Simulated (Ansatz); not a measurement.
# KMgF3, pressure series

Consider KMgF₃ in the cubic perovskite structure (space group Pm-3m, No. 221).

```xyz
5
Lattice="3.9913 0.0000 0.0000 0.0000 3.9913 0.0000 0.0000 0.0000 3.9913" Properties=species:S:1:pos:R:3 pbc="T T T"
K      0.0000     0.0000     0.0000
Mg     1.9957     1.9957     1.9957
F      1.9957     0.0000     1.9957
F      0.0000     1.9957     1.9957
F      1.9957     1.9957     0.0000
```

Cell and atoms are relaxed at each pressure.

Level of theory: PBEsol in Ansatz (plane waves to 420 eV, PAW, spin-orbit coupling left out).

Candidates:
(a) pressure 1.5 GPa
(b) pressure 3 GPa
(c) pressure −2 GPa
(d) pressure 5 GPa
(e) pressure 0.3 GPa

Before the change:

The band gap is 7.12 eV.

Order them by band gap, lowest first.

(c) pressure −2 GPa (6.91 eV), (e) pressure 0.3 GPa (7.15 eV), (a) pressure 1.5 GPa (7.26 eV), (b) pressure 3 GPa (7.40 eV), (d) pressure 5 GPa (7.57 eV)

Load acts through the strain it causes; cell and atoms are relaxed under it. Stability against distortions was not tested. Competing high-pressure phases were not computed.

Ansatz is a program for electronic structure.
